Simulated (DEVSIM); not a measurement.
System: abrupt Ge p-n junction, at 300 K.

| layer (left to right) | material | thickness (μm) | Nd (cm⁻³) | Na (cm⁻³) | τn (s) | τp (s) |
|---|---|---|---|---|---|---|
| 1 | Ge | 0.140 | - | 5.8e17 | 1.1e-6 | 1.1e-6 |
| 2 | Ge | 0.360 | 2e15 | - | 1.1e-6 | 1.1e-6 |

Left contact: ohmic. Right contact: ohmic. Voltage is applied to the left contact. Recombination: SRH at mid-gap, radiative, Auger. Mobility is μmin + (μ − μmin)/(1 + (N/Nref)^α).

Constants are typed, rounded textbook-type inputs, not results; the design itself was drawn at random and stands for no fabricated device. Values at 300 K.

```tsv
parameter	Ge
gap (eV)	0.664
affinity (eV)	4
permittivity	16
Nc (cm⁻³)	1.04e19
Nv (cm⁻³)	6e18
μn (cm²/Vs)	3900
μp (cm²/Vs)	1900
μn,min	150
μp,min	100
Nref,n	2.6e17
Nref,p	4e17
αn	0.56
αp	0.6
B (cm³/s)	6.4e-14
Cn (cm⁶/s)	1e-31
Cp (cm⁶/s)	1e-31
```

DEVSIM, 1D drift-diffusion, Boltzmann statistics, complete ionisation; no tunnelling, impact ionisation, image-force lowering or self-heating.

The thickness of layer 2 was swept, all else fixed.

```csv
thickness of layer 2 (μm),largest field in the device at zero bias (V/cm),dark forward voltage at 100 A/cm² (V)
0.072,54000,0.101
0.13,42000,0.121
0.22,38000,0.143
0.36,37000,0.173
0.61,37000,0.204
1.1,37000,0.230
1.8,37000,0.247
```

From the first row to the last the largest field in the device at zero bias goes from 54000 to 37000. From the first row to the last the dark forward voltage at 100 A/cm² goes from 0.101 to 0.247.
